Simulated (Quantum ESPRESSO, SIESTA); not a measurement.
A SIESTA input for a self-consistent single point of SrNiO3 (Cmmm, 5 atoms in the cell) (DFT, GGA PBEsol, numerical atomic orbitals DZP, PseudoDojo PBEsol standard norm-conserving potentials (rewritten from UPF to PSML)):

```
# files in the folder: Sr.psml Ni.psml O.psml (PseudoDojo PBEsol standard)
SystemName  SrNiO3
SystemLabel srnio3

NumberOfAtoms                5
NumberOfSpecies              3
%block ChemicalSpeciesLabel
  1 38 Sr
  2 28 Ni
  3 8 O
%endblock ChemicalSpeciesLabel
LatticeConstant              1.0 Ang
%block LatticeVectors
     2.806806000   -2.814546000    0.000000000
     2.806806000    2.814546000    0.000000000
     0.000000000    0.000000000    3.977404000
%endblock LatticeVectors
AtomicCoordinatesFormat      Fractional
%block AtomicCoordinatesAndAtomicSpecies
     0.500000000    0.500000000    0.500000000  1
     0.000000000    0.000000000    0.000000000  2
     0.000000000    0.000000000    0.500000000  3
     0.500000000    0.000000000    0.000000000  3
     0.000000000    0.500000000    0.000000000  3
%endblock AtomicCoordinatesAndAtomicSpecies

XC.functional                GGA
XC.authors                   PBEsol
PAO.BasisSize                DZP
PAO.EnergyShift              0.005 Ry
MeshCutoff                   350 Ry
%block kgrid.MonkhorstPack
    5   0   0  0.0
    0   5   0  0.0
    0   0   5  0.0
%endblock kgrid.MonkhorstPack
OccupationFunction           MP
OccupationMPOrder            0
ElectronicTemperature        100.0 meV
Spin                         polarized
%block DM.InitSpin
  1 +0.00
  2 +2.00
  3 +0.00
  4 +0.00
  5 +0.00
%endblock DM.InitSpin

MaxSCFIterations             150
SCF.Mixer.Method             Pulay
SCF.Mixer.Weight             0.1
SCF.Mixer.History            8
SCF.DM.Tolerance             1.0E-04
Diag.ParallelOverK           true
WriteForces                  true
Charge.Mulliken              end
```

### Question
Translate this input to Quantum ESPRESSO.

### Answer
This is the input that was run; spellings and numerical settings could be chosen otherwise.

```fortran
&control
 calculation = 'scf'
 prefix = 'srnio3'
 outdir = './tmp'
 pseudo_dir = './'
 tprnfor = .true.
 tstress = .true.
/
&system
 ibrav = 0
 nat = 5
 ntyp = 3
 ecutwfc = 50
 ecutrho = 400
 occupations = 'smearing'
 smearing = 'gaussian'
 degauss = 0.0073499
 nspin = 2
 starting_magnetization(2) = 0.111
/
&electrons
 conv_thr = 1.0e-11
 mixing_beta = 0.4
/
ATOMIC_SPECIES
Sr    87.6200  sr_pbesol_v1.uspp.F.UPF
Ni    58.6934  ni_pbesol_v1.4.uspp.F.UPF
O     15.9990  o_pbesol_v1.2.uspp.F.UPF
CELL_PARAMETERS angstrom
   2.80680600    -2.81454600     0.00000000
   2.80680600     2.81454600     0.00000000
   0.00000000     0.00000000     3.97740400
ATOMIC_POSITIONS crystal
Sr    0.50000000    0.50000000    0.50000000
Ni    0.00000000    0.00000000    0.00000000
O     0.00000000    0.00000000    0.50000000
O     0.50000000    0.00000000    0.00000000
O     0.00000000    0.50000000    0.00000000
K_POINTS automatic
5 5 5  0 0 0
```

Basis, cutoffs, solver keys and any potentials are the target program's own. This input uses DFT, PBEsol, plane waves, GBRV 1.5 ultrasoft (PBESOL) pseudopotentials. Both were run: pressure -15.20 GPa in SIESTA and -17.32 in Quantum ESPRESSO; size of the net moment 0.22 μB/atom in SIESTA and 0.22 in Quantum ESPRESSO.

On SIESTA: the starting cell comes from a database of computed structures (which also holds hypothetical and non-ambient phases and stackings), without a prior relaxation at this level. Its lattice was rescaled by a random factor within 2.5 % of one. The moments shrank to a small part of their start, a low-spin state that need not be the lowest. Values carry the incompleteness of an atom-centred basis. With a pressure of about -15 GPa the cell is away from its equilibrium volume at this level.

On Quantum ESPRESSO: the starting cell comes from a database of computed structures (which also holds hypothetical and non-ambient phases and stackings), without a prior relaxation at this level. Its lattice was rescaled by a random factor within 2.5 % of one. The moments shrank to a small part of their start, a low-spin state that need not be the lowest. With a pressure of about -17 GPa the cell is away from its equilibrium volume at this level.
